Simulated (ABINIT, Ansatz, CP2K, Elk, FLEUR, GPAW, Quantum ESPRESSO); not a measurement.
## Code comparison for LaTe (Fm-3m, 2 atoms in the cell)

Self-consistent single point, at a second geometry (lattice scaled by 0.98). First geometry:

```
CELL_PARAMETERS angstrom
      0.00000     3.24713     3.24713
      3.24713     0.00000     3.24713
      3.24713     3.24713     0.00000
ATOMIC_POSITIONS crystal
  La 0.00000 0.00000 0.00000
  Te 0.50000 0.50000 0.50000
```

Shared settings, as Ansatz (an electronic-structure program) writes them: kpoints.mp_grid.grid = 9 9 9; scf.occupations.method = fermi_dirac; scf.occupations.width = 0.136 eV. Potentials and cutoffs stand in the table.

| code | model | ΔF from the first geometry (meV/atom) | pressure (GPa) | cutoff |
|---|---|---|---|---|
| Quantum ESPRESSO | LDA (PZ), GBRV 1.5 ultrasoft (LDA) pseudopotentials | -29.0 | -0.55 | 40 Ry |
| GPAW | LDA (Perdew-Wang 92), GPAW PAW datasets LDA (gpaw-data 1.0.1) | -29.5 | -0.61 | 850 eV |
| FLEUR | LDA (Perdew-Zunger), all-electron FLAPW (FLEUR), scalar-relativistic valence | -26.3 | – | Kmax 3.8 1/bohr |
| CP2K | LDA (Pade form), GPW, DZVP-MOLOPT-SR-GTH basis, GTH-PADE potentials (GTH_POTENTIALS) | -21.9 | 0.13 | grid 500 Ry |
| Elk | LDA (PW92), all-electron FP-LAPW, Elk's shipped species files, APW+lo basis with extra local orbitals | -28.8 | – | rgkmax 8 |
| Ansatz | LDA (PW92), PAW files made with PBE | -28.0 | -0.51 | default |
| ABINIT | LDA (PW92), PAW (JTH v2.0 LDA PAW) | -27.8 | -0.46 | 26 Ha |

A dash marks a value that a program does not give, or that is left out as unsure.

On Ansatz's run: spin-orbit coupling is off.

The spread over the programs that give each value: ΔF from the first geometry within 7.6 meV/atom; pressure within 0.74 GPa.

CP2K uses small atom-centred bases, whose incompleteness enters pressures, forces and empty levels differently from a plane-wave cutoff. FLEUR and Elk treat all electrons, but the usual bases taken here (sphere radii, linearisation, local orbitals, empty states) were not tested for convergence, so the values are no reference for the others. Ansatz's pressure is given at a fixed set of plane waves, as the other plane-wave codes print theirs. The same LDA comes in different parametrisations, which differ slightly.

The starting cell comes from a database of computed structures (which also holds hypothetical and non-ambient phases and stackings), without a prior relaxation at this level. For this run, on top of that: lattice scaled by 0.98.

Keys are those of Ansatz 0.2.
